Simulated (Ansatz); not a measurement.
# A computed series for GaSb: response to strain

The reference is GaSb in the zinc blende structure (space group F-43m, No. 216; a = 6.1324 Å). Axes: x, y, z lie along the cube axes.

Strains are applied to the cell and any free atomic positions relax; under biaxial strain the out-of-plane vector relaxes too; under stress the whole cell relaxes.

The values are results of DFT with r2SCAN, PAW potentials and a 500 eV plane-wave cutoff in Ansatz (a quantum-chemistry and plane-wave program), spin-orbit coupling left out, not measurements.

Notes on the quantities. pressure: mean of the normal stresses, compression positive.

```json
[
 {"change": "base", "pressure": "0.1 kbar", "volume per atom": "28.83 Å³", "band gap": "0.41 eV"},
 {"change": "biaxial strain −2.16 %, plane normal [001], relaxed out of plane", "pressure": "14.4 kbar", "volume per atom": "28.10 Å³", "band gap": "0.51 eV"},
 {"change": "biaxial strain +2.49 %, plane normal [001], relaxed out of plane", "pressure": "-1.4 GPa", "volume per atom": "29.63 Å³", "band gap": "zero"},
 {"change": "isotropic strain −2.08 %", "pressure": "39.1 kbar", "volume per atom": "27.07 Å³", "band gap": "0.83 eV"},
 {"change": "isotropic strain −1.57 %", "pressure": "28.4 kbar", "volume per atom": "27.49 Å³", "band gap": "0.78 eV"},
 {"change": "isotropic strain +0.79 %", "pressure": "-11.8 kbar", "volume per atom": "29.52 Å³", "band gap": "0.24 eV"},
 {"change": "isotropic strain +0.85 %", "pressure": "-12.7 kbar", "volume per atom": "29.57 Å³", "band gap": "0.22 eV"},
 {"change": "uniaxial strain ε_xx = −3.22 %", "pressure": "18.8 kbar", "volume per atom": "27.90 Å³", "band gap": "0.52 eV"},
 {"change": "uniaxial strain ε_zz = −1.25 %", "pressure": "7.0 kbar", "volume per atom": "28.47 Å³", "band gap": "0.46 eV"},
 {"change": "uniaxial stress, 2 GPa compression along x", "pressure": "–", "volume per atom": "28.47 Å³", "band gap": "0.33 eV"}
]
```

Spin-orbit coupling, missing from the scalar runs, can matter with Sb. Beyond what the load breaks, stability against distortions was not tested. The final runs are not spin-polarised. Gaps under 0.05 eV, about the width of the smearing, are given as zero. A zero or small gap of GaSb under biaxial strain +2.49 %, plane normal [001], relaxed out of plane, GaSb under isotropic strain +0.79 % and GaSb under isotropic strain +0.85 % can be the functional's error rather than a property of the material.
